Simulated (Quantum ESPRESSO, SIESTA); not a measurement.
A Quantum ESPRESSO input for a self-consistent single point of Ni3Fe (Pm-3m, 4 atoms in the cell) (DFT, PBE, plane waves, PSlibrary PAW (PBE) pseudopotentials):

```fortran
&CONTROL
   calculation = 'scf',
   prefix = 'Ni3Fe',
   outdir = './work',
   pseudo_dir = './',
   tprnfor = .true.,
   tstress = .true.,
/
&SYSTEM
   ibrav = 1,
   celldm(1) = 6.7085277424,
   nat = 4,
   ntyp = 2,
   ecutwfc = 55,
   ecutrho = 330,
   occupations = 'smearing',
   smearing = 'fermi-dirac',
   degauss = 0.0073499,
   nspin = 2,
   starting_magnetization(1) = 0.375,
   starting_magnetization(2) = 0.050,
/
&ELECTRONS
   conv_thr = 1e-10,
   mixing_beta = 0.3,
/
ATOMIC_SPECIES
Fe    55.8450  Fe.pbe-n-kjpaw_psl.1.0.0.UPF
Ni    58.6934  Ni.pbe-n-kjpaw_psl.1.0.0.UPF
ATOMIC_POSITIONS {bohr}
Fe    0.0000000000    0.0000000000    0.0000000000
Ni    0.0000000000    3.3542638712    3.3542638712
Ni    3.3542638712    0.0000000000    3.3542638712
Ni    3.3542638712    3.3542638712    0.0000000000
K_POINTS {automatic}
8 8 8  0 0 0
```

### Question
Give the SIESTA input for the same structure, mesh, smearing and functional.

### Answer
One input that does it (others would too):

```
# files in the folder: Fe.psml Ni.psml (PseudoDojo PBE standard)
SystemName  Ni3Fe
SystemLabel siesta

NumberOfAtoms                4
NumberOfSpecies              2
%block ChemicalSpeciesLabel
  1 26 Fe
  2 28 Ni
%endblock ChemicalSpeciesLabel
LatticeConstant              1.0 Ang
%block LatticeVectors
     3.550000000    0.000000000    0.000000000
     0.000000000    3.550000000    0.000000000
     0.000000000    0.000000000    3.550000000
%endblock LatticeVectors
AtomicCoordinatesFormat      Bohr
%block AtomicCoordinatesAndAtomicSpecies
     0.000000000    0.000000000    0.000000000  1
     0.000000000    3.354263871    3.354263871  2
     3.354263871    0.000000000    3.354263871  2
     3.354263871    3.354263871    0.000000000  2
%endblock AtomicCoordinatesAndAtomicSpecies

XC.functional                GGA
XC.authors                   PBE
PAO.BasisSize                TZP
PAO.EnergyShift              0.01 Ry
MeshCutoff                   400 Ry
%block kgrid.MonkhorstPack
    8   0   0  0.0
    0   8   0  0.0
    0   0   8  0.0
%endblock kgrid.MonkhorstPack
OccupationFunction           FD
ElectronicTemperature        0.1 eV
Spin                         polarized
%block DM.InitSpin
  1 +3.00
  2 +0.50
  3 +0.50
  4 +0.50
%endblock DM.InitSpin

MaxSCFIterations             150
SCF.Mixer.Method             Pulay
SCF.Mixer.Weight             0.1
SCF.Mixer.History            8
SCF.DM.Tolerance             1.0E-05
Diag.ParallelOverK           true
WriteForces                  true
Charge.Mulliken              end
```

Basis, cutoffs, solver keys and any potentials are the target program's own. This input uses DFT, GGA PBE, numerical atomic orbitals TZP, PseudoDojo PBE standard norm-conserving potentials (rewritten from UPF to PSML). Both were run: pressure -0.48 GPa in Quantum ESPRESSO and -3.78 in SIESTA; size of the net moment 1.21 μB/atom in Quantum ESPRESSO and 1.23 in SIESTA.

On SIESTA: the starting cell has typed, rounded lattice constants, without a prior relaxation at this level. The magnetic order is the one reached from the typed start; others were not searched systematically. Values carry the incompleteness of an atom-centred basis. With a pressure of about -4 GPa the cell is away from its equilibrium volume at this level.

On Quantum ESPRESSO: the starting cell has typed, rounded lattice constants, without a prior relaxation at this level. The magnetic order is the one reached from the typed start; others were not searched systematically.
